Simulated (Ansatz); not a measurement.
The reference is BN in the h-BN type structure (space group P6_3/mmc, No. 194; a = 2.506 Å, c = 6.616 Å; layered, stacked along the Cartesian z axis).

Calculations: PBE-D3(BJ), PAW, 420 eV (Ansatz, a quantum-chemistry and plane-wave program; no spin-orbit coupling), earlier PAW set.

Base values:

- Band gap: 4.24 eV
- Lattice parameter a: 2.506 Å
- c/a ratio: 2.640
- Width of the top valence band: 3.22 eV

Modification: a hydrostatic pressure of 3 GPa.

Problem. What happens to the band gap?

Solution. The band gap drops by 0.12 eV to 4.12 eV.

Problem. How does this affect the lattice parameter a?

Solution. The lattice parameter a decreases by 0.007 Å (2.506 Å → 2.499 Å).

Problem. What does the calculation give for the c/a ratio after the change?

Solution. The c/a ratio shrinks by 0.1697 (2.640 → 2.471).

Problem. How does this affect the width of the top valence band?

Solution. The width of the top valence band increases by 0.30 eV, from 3.22 eV to 3.52 eV.

Load acts through the strain it causes; cell and atoms are relaxed under it. No phonon test of stability was made.
